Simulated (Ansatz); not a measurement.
The starting structures come from a database of crystals and need not be the phases stable at ambient conditions.

## Evanescent states of Y$_{2}$ZnS$_{4}$ (Fd-3m, spinel, not sure to be the ambient phase, 14 atoms a cell, 24.0 Å³ an atom) along the normal of (110)

Calculation: r2SCAN (plane waves, PAW; Ansatz, a program for electronic structure).

The gap is the functional's own, uncorrected, and κ follows it; spin-orbit coupling is left out. Mid-gap values are interpolated between the computed energies.

Energies count from the valence-band top; κ is the least over a 4×4 mesh across the current.

```
E (eV)  κ (1/Å)  where
------  -------  -----
0.04      0.048      Γ
0.10      0.080      Γ
0.17      0.101      Γ
0.24      0.116      Γ
0.32      0.128      Γ
0.39      0.136      Γ
0.46      0.142      Γ
0.53      0.145      Γ
0.59      0.145      Γ
0.67      0.142      Γ
0.73      0.137      Γ
0.81      0.129      Γ
0.88      0.118      Γ
0.94      0.102      Γ
1.01      0.081      Γ
1.08      0.048      Γ
```

### Question
How thick must the barrier be to attenuate the transmission by 10^4 when the electrodes' Fermi level lies at 0.46 eV, and what attenuation does that film give at 0.67 eV?

### Answer
d = 4 ln 10 / (2 × 0.142) = 32.4 Å. At 0.67 eV it gives 4 × 0.142/0.142 = 4.0 decades.
